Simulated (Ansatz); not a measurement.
# CaWO₄ (I4₁/a, No. 88)

Computed with r²SCAN+rVV10 in Ansatz (PAW).

Run with plane-wave cutoff 560 eV, 10×10×10 k mesh, Fermi–Dirac smearing 0.01 eV, no spin polarisation, scalar-relativistic PAW data made under PBE.

Cell (relaxed at this level):

```xyz
12
Lattice="-2.6084 2.6084 5.6301 2.6084 -2.6084 5.6301 2.6084 2.6084 -5.6301" Properties=species:S:1:pos:R:3 pbc="T T T"
Ca     2.6084     0.0000     2.8150
Ca     0.0000     0.0000     5.6301
W      0.0000     2.6084     2.8150
W      0.0000     0.0000     0.0000
O      1.7951    -1.3495     4.6549
O      1.3495    -0.8133     7.4699
O      0.8133     3.9579    -0.9752
O      1.2589     3.4217     1.8398
O      0.8133     1.3495     3.7902
O      1.2589     0.8133     0.9752
O      1.7951     1.2589    -1.8398
O      1.3495     1.7951     6.6052
```

| Item | Value |
|---|---|
| band gap | 4.59 eV (on the SCF k mesh) |

Measured, for comparison: band gap 5.2 ± 0.3 eV (temperature not stated, not corrected to a static lattice, absorption, reflection, one- and two-photon excitation; as tabulated in Mikhailik et al. (2004), doi:10.1103/physrevb.69.205110).

Spin–orbit coupling is not included.

Ansatz is a first-principles code.
